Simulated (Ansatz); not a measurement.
**A constructed model of the (111) surface of fcc Pt, a pseudomorphic layer of Ga in the other hollow (bottom of the slab: a bare face, its two planes held)**

Computed with PBE (plane waves to 420 eV, PAW; Ansatz, an electronic-structure program).

Slab: 7 atoms, 13.6 Å thick at the start; k 15x15x1, smearing 0.1 eV, dipole-corrected; 2 atoms held, the rest relaxed; held to the start's symmetry, so lower structures may exist; no spin, no spin-orbit, no U. In PBE it is, or lies within 0.01 eV a 1x1 cell of, the lowest of the 2 structures of its composition computed so far; larger cells were not tried.

- work function of the top face: 4.57 eV
- energy released by relaxation: 0.024 eV
- cost: about 3 core-minutes (a rough figure)
